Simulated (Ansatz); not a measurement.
V_P in zinc-blende GaP (start: the P site; 64-site cell, 2×2×2 shifted sampling), charge +1. Level of theory: PBE, PAW (plane waves to 420 eV; Ansatz, a quantum-chemistry and plane-wave program).

```
Property                                            Value
----------------------------------------  ---------------
total energy of the defect cell           -144514.1176 eV
total energy of the perfect cell          -145265.8548 eV
μ(P) in black phosphorus, atoms added −1     -755.6745 eV
Δμ(P), Ga-rich                                  -0.863 eV
valence-band maximum on the cell's zero          6.699 eV
image correction with alignment                 -0.054 eV
Fermi level above the maximum                     0.70 eV
```

Q: Work out the formation energy.

A: E_f = E(defect) − E(perfect) − Σ n μ + q (E_VBM + E_F) + E_corr = 751.737 − (756.538) + (7.399) + (-0.054) = 2.54 eV.
